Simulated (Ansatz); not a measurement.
Consider LiNbO$_{3}$ (space group R3c, No. 161).

```
LiNbO3
1.0
    2.53373     1.46285     4.56243
   -2.53373     1.46285     4.56243
    0.00000    -2.92570     4.56243
Li Nb O
2 2 6
Cartesian
  0.00000   0.00000   3.84809
  0.00000   0.00000  10.69173
  0.00000   0.00000  13.65335
  0.00000   0.00000   6.80971
 -0.65928  -1.40893   5.42216
  1.54981   0.13351   5.42216
 -0.89053   1.27542   5.42216
 -1.64320  -0.18744   7.70337
  0.65928   1.51678   7.70337
  0.98393  -1.32934   7.70337
```

Cartesian axes are those of the cell as printed.

Calculations: LDA in Ansatz (plane waves to 420 eV, PAW, scalar-relativistic without spin-orbit coupling).

One thing is altered: uniaxial strain ε_xx = −2.25 %, all other strain components held at zero, atoms relaxed at fixed cell.

### Question
Predict the stress tensor and what it implies for the stiffness.

### Answer
Stress of the strained cell less that of the base (GPa, compression positive):
```
   5.19    0.00    0.00
   0.00    1.71    0.09
   0.00    0.09    1.97
```

Then −Δσ_ii/ε with ε = -0.0225 gives secant stiffness values (nonlinear terms included at this strain): C11 ≈ 231 GPa, C12 ≈ 76 GPa and C13 ≈ 87 GPa.

Whether these cells are dynamically stable was not tested.

Ansatz is a first-principles code.
